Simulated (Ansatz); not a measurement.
The parent structure is CdO in the rock salt structure (space group Fm-3m, No. 225; a = 4.7683 Å).

Calculations: Ansatz (a program for electronic structure) PBE, no spin-orbit coupling, earlier PAW set.

One change was made to it. Results:

The lattice parameter a decreases by 0.0576 Å to 4.711 Å; the band gap is still zero.

Problem. Which of these changes matches the shifts?
A) pressure 10 GPa
B) pressure 5 GPa
C) pressure −2 GPa
D) pressure 0.7 GPa
E) pressure 0.3 GPa

Solution. B, pressure 5 GPa. For comparison, the lattice parameter a in the other runs: pressure −2 GPa gives 4.795 Å; pressure 0.7 GPa gives 4.760 Å; pressure 0.3 GPa gives 4.765 Å; pressure 10 GPa gives 4.662 Å.

A case with no gap was solved on a k-mesh chosen for an insulator, which is coarse for it. Load acts through the strain it causes; cell and atoms are relaxed under it. Stability against distortions was not tested. No other phases were tried under pressure. All final runs are without spin polarisation. A zero or small gap of CdO can be the functional's error rather than a property of the material.
